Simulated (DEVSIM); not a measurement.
Structure: Schottky contact on n-type Si, at 400 K.

```
layer (left to right)  material  thickness (μm)  Nd (cm⁻³)   τn (s)   τp (s)
---------------------  --------  --------------  ---------  -------  -------
1                            Si           0.610     2.5e15  0.00023  0.00023
2                            Si            3.40     2.4e18  0.00023  0.00023
```

Left contact: Schottky, work function 4.51 eV, emission velocity 3.2e6 cm/s. Right contact: ohmic. Voltage is applied to the left contact. Recombination: SRH at mid-gap, radiative. Mobility is μmin + (μ − μmin)/(1 + (N/Nref)^α).

Constants are typed, rounded textbook-type inputs, not results; the design itself was drawn at random and stands for no fabricated device. Values at 300 K; Nc and Nv go as T^1.5, mobilities as T to minus their exponent, the gap by Varshni's rule with the affinity fixed.

| parameter | Si |
|---|---|
| gap (eV) | 1.124 |
| affinity (eV) | 4.05 |
| permittivity | 11.7 |
| Nc (cm⁻³) | 2.86e19 |
| Nv (cm⁻³) | 3.1e19 |
| μn (cm²/Vs) | 1417 |
| μp (cm²/Vs) | 470 |
| μn,min | 52 |
| μp,min | 45 |
| Nref,n | 9.7e16 |
| Nref,p | 2.2e17 |
| αn | 0.68 |
| αp | 0.72 |
| T exponent of μn | 2.3 |
| T exponent of μp | 2.2 |
| B (cm³/s) | 4.7e-15 |
| Varshni α (eV/K) | 0.000473 |
| Varshni β (K) | 636 |

Simulated with DEVSIM: 1D drift-diffusion, Boltzmann statistics, complete ionisation; no tunnelling, impact ionisation, image-force lowering or self-heating. Metal contacts follow the ideal Schottky-Mott rule: no Fermi-level pinning, no interface dipoles.

Tabulate band edges, carrier densities and field at zero bias.

Energies count from the Fermi level of the right contact; mesh points crowd at the junctions.

| x (μm) | Ec (eV) | Ev (eV) | n (cm⁻³) | p (cm⁻³) | field (V/cm) |
|---|---|---|---|---|---|
| 0.000 | 0.460 | -0.636 | 7.0e13 | 4.6e11 | -8400 |
| 0.01977 | 0.444 | -0.652 | 1.1e14 | 2.9e11 | -7700 |
| 0.05447 | 0.420 | -0.677 | 2.3e14 | 1.4e11 | -6400 |
| 0.1154 | 0.387 | -0.709 | 5.9e14 | 5.5e10 | -4400 |
| 0.2853 | 0.344 | -0.753 | 2.1e15 | 1.6e10 | -1300 |
| 0.4329 | 0.325 | -0.771 | 3.5e15 | 9.1e9 | -1700 |
| 0.5204 | 0.299 | -0.797 | 7.5e15 | 4.3e9 | -5000 |
| 0.5815 | 0.242 | -0.855 | 4.0e16 | 8.1e8 | -18000 |
| 0.6050 | 0.169 | -0.927 | 3.3e17 | 9.8e7 | -58000 |
| 0.6221 | 0.101 | -0.995 | 2.4e18 | 1.4e7 | -2400 |
| 0.6522 | 0.100 | -0.996 | 2.4e18 | 1.3e7 | ≈ 0 |
| 0.7407 | 0.100 | -0.996 | 2.4e18 | 1.3e7 | ≈ 0 |
| 0.8691 | 0.100 | -0.996 | 2.4e18 | 1.3e7 | ≈ 0 |
| 1.104 | 0.100 | -0.996 | 2.4e18 | 1.3e7 | ≈ 0 |
| 1.745 | 0.100 | -0.996 | 2.4e18 | 1.3e7 | ≈ 0 |
| 2.624 | 0.100 | -0.996 | 2.4e18 | 1.3e7 | ≈ 0 |
| 3.263 | 0.100 | -0.996 | 2.4e18 | 1.3e7 | ≈ 0 |
| 3.613 | 0.100 | -0.996 | 2.4e18 | 1.3e7 | ≈ 0 |
| 3.853 | 0.100 | -0.996 | 2.4e18 | 1.3e7 | ≈ 0 |
| 3.935 | 0.100 | -0.996 | 2.4e18 | 1.3e7 | ≈ 0 |
| 3.980 | 0.100 | -0.996 | 2.4e18 | 1.3e7 | ≈ 0 |
| 4.010 | 0.100 | -0.996 | 2.4e18 | 1.3e7 | ≈ 0 |
